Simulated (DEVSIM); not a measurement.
System: abrupt Si p-n junction, at 300 K.

```
layer (left to right)  material  thickness (μm)  Nd (cm⁻³)  Na (cm⁻³)  τn (s)  τp (s)
---------------------  --------  --------------  ---------  ---------  ------  ------
1                            Si            43.0          -     3.3e16  3.5e-5  3.5e-5
2                            Si            9.00     7.6e14          -  3.5e-5  3.5e-5
```

Left contact: ohmic. Right contact: ohmic. Voltage is applied to the left contact. Recombination: SRH at mid-gap. Mobility is constant in doping.

Constants are typed, rounded textbook-type inputs, not results; the design itself was drawn at random and stands for no fabricated device. Values at 300 K.

```tsv
parameter	Si
gap (eV)	1.124
affinity (eV)	4.05
permittivity	11.7
Nc (cm⁻³)	2.86e19
Nv (cm⁻³)	3.1e19
μn (cm²/Vs)	1417
μp (cm²/Vs)	470
```

Model (solved in DEVSIM): 1D drift-diffusion, Boltzmann statistics, complete ionisation; no tunnelling, impact ionisation, image-force lowering or self-heating.

The doping Nd of layer 2 was swept, all else fixed.

| doping Nd of layer 2 (cm^-3) | dark forward voltage at 1 A/cm² (V) | dark forward voltage at 100 A/cm² (V) | largest field in the device at zero bias (V/cm) | potential step across the device at zero bias (V) |
|---|---|---|---|---|
| 2.3e13 | 0.524 | 1.210 | 10000 | 0.584 |
| 7.6e13 | (withheld) | (withheld) | 10000 | 0.615 |
| 2.3e14 | 0.549 | 0.873 | 11000 | 0.644 |
| 7.6e14 | 0.572 | 0.860 | 14000 | 0.675 |
| 2.3e15 | 0.596 | 0.851 | 21000 | 0.703 |
| 7.6e15 | 0.623 | 0.842 | 36000 | 0.734 |
| 2.3e16 | 0.644 | 0.833 | 55000 | 0.763 |

Q: Fill in the missing entries.

A: 
- 7.6e13, dark forward voltage at 1 A/cm² (V): 0.535
- 7.6e13, dark forward voltage at 100 A/cm² (V): 0.899
